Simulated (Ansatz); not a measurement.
## One As atom on a Si site, 3x3x3 cubic cells, neutral, without spin

Cell 16.41 × 16.41 × 16.41 Å, Si215As, 216 atoms. 

Computed with PBE, support functions at accuracy medium on the grid of 420 eV (PAW; Ansatz, a quantum-chemistry and plane-wave program).

Basis: localised support functions (accuracy medium) on a full density matrix. k-points: zone centre alone; occupations: Fermi-Dirac, 0.0050 eV; spin polarisation not allowed. No spin-orbit coupling.

| Item | Value |
|---|---|
| electronic character of the cell | no gap resolved at this smearing |
| coordination (neighbours within 2.840 Å) | 100.0 % 4-fold |
| As-Si bonds, mean ± spread | 2.453 ± 0.000 Å |
| Si-Si bonds, mean ± spread | 2.368 ± 0.002 Å |
| bond angles, mean ± spread | 109.5° ± 0.4° |
| pressure | 0.12 GPa |
| cost of the final run | about 19 core-minutes (a rough figure), 16 SCF iterations, 5 GiB |
